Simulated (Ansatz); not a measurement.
The reference is TiS in the CsCl type structure (space group Pm-3m, No. 221; a hypothetical phase, not in the database extracts checked; relaxed with 0.1 eV smearing).

```yaml
crystal:
  lattice:
    - [3.01067, 0.00000, 0.00000]
    - [0.00000, 3.01067, 0.00000]
    - [0.00000, 0.00000, 3.01067]
  atoms:
    - { symbol: Ti, position: [0.00000, 0.00000, 0.00000] }
    - { symbol: S, position: [0.50000, 0.50000, 0.50000] }
```

Cartesian axes are those of the cell as printed.

Level of theory: Kohn–Sham DFT with the PBEsol functional, run in Ansatz (a program for electronic structure) with PAW and 420 eV plane waves, without spin-orbit coupling.

Before the change:

```
Item               Result
---------------  --------
Volume per atom  13.64 Å³
```

One thing is altered: biaxial strain −2.76 %, plane normal [111], relaxed out of plane (Cartesian); in-plane vectors clamped, the third vector and the atoms free.

Question: Estimate the effect on the energy relative to the base and volume per atom.

Answer: The energy increases by 21 meV/atom; the volume per atom falls by 0.436 Å³, from 13.64 Å³ to 13.21 Å³.

Stability against distortions was not tested. The final runs are not spin-polarised.
